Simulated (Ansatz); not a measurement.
BN in the wurtzite structure (space group P6_3mc, No. 186)

```
CELL_PARAMETERS angstrom
      2.55408     0.00000     0.00000
     -1.27704     2.21190     0.00000
      0.00000     0.00000     4.22393
ATOMIC_POSITIONS crystal
  B  0.66667 0.33333 0.99992
  B  0.33333 0.66667 0.49992
  N  0.66667 0.33333 0.62528
  N  0.33333 0.66667 0.12528
```

Method: Ansatz (a program for electronic structure), PBE, PAW, cutoff 420 eV, no spin-orbit coupling, earlier PAW set. Settings: 15×15×8 k-points, 0.05 eV Fermi–Dirac smearing.

The volume per atom is 5.97 Å³ and the density comes out as 3.45 g/cm³. The band gap comes out as 5.22 eV, indirect, Γ → K and the electron mass comes out as 0.31 mₑ along c, 0.51 mₑ across. The total energy comes out as -271.123 eV/atom (σ→0; compares only within this code and set-up).

Effective masses come from finite differences of ±0.01 Å⁻¹. Stability against distortions was not tested.
